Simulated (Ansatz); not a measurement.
For CsCl-type PdIn, PBEsol+SOC in Ansatz (PAW) gives:

* **lattice constant a**: 3.246 Å
* **bulk modulus**: 137 GPa

**Question.** What does PBE0 in Ansatz (PAW) give for the same quantities?

**Answer.** 
- lattice constant a: 3.268 Å (rises by 0.7 %)
- bulk modulus: 128 GPa (decreases by 6.6 %)

Changes are worked out from the printed values.

Unless a cell is named, each level is at its own relaxed cell (PBEsol+SOC 17.11, PBE0 17.45 Å³/atom).

Ansatz's density-functional and Hartree–Fock values are scalar-relativistic unless marked +SOC, with PAW data made under PBE.

Ansatz is an electronic-structure program.
